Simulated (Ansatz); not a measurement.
Al2O3 (Pbcn, No. 60, 20 atoms in the cell; start mp-1938; a measured phase of this formula has another space group)

These are HSE06 (Ansatz, an electronic-structure program, plane waves, PAW) values and carry that method's errors.

Settings: plane-wave cutoff 460 eV, 4×4×4 k mesh, Fermi–Dirac smearing 0.01 eV, scalar-relativistic PAW data made under PBE.

Cell (relaxed with PBEsol):

```xyz
20
Lattice="7.0295 0.0000 0.0000 0.0000 4.8120 0.0000 0.0000 0.0000 4.9495" Properties=species:S:1:pos:R:3 pbc="T T T"
Al     2.7433     1.2135     0.1541
Al     4.2862     3.5985     4.7954
Al     0.7715     1.1925     2.6289
Al     6.2580     3.6195     2.3207
Al     6.2580     1.1925     4.7954
Al     0.7715     3.6195     0.1541
Al     4.2862     1.2135     2.3207
Al     2.7433     3.5985     2.6289
O      4.5962     0.5164     0.5063
O      2.4333     4.2956     4.4432
O      5.9481     1.8896     2.9811
O      1.0815     2.9224     1.9685
O      1.0815     1.8896     4.4432
O      5.9481     2.9224     0.5063
O      2.4333     0.5164     1.9685
O      4.5962     4.2956     2.9811
O      0.0000     0.2391     1.2374
O      0.0000     4.5729     3.7121
O      3.5148     2.1669     3.7121
O      3.5148     2.6451     1.2374
```

For Al2O3 (Pbcn, No. 60, 20 atoms in the cell; start mp-1938; a measured phase of this formula has another space group), the band gap is 7.41 eV (on the SCF k mesh) (direct).

Note: cell and atoms aren't relaxed at this level (largest force component 0.08 eV/Å, pressure -3.1 GPa).

Cost on a shared machine: very roughly 7 core-minutes.

A start named mp-… is a Materials Project structure, which need not be a measured phase.
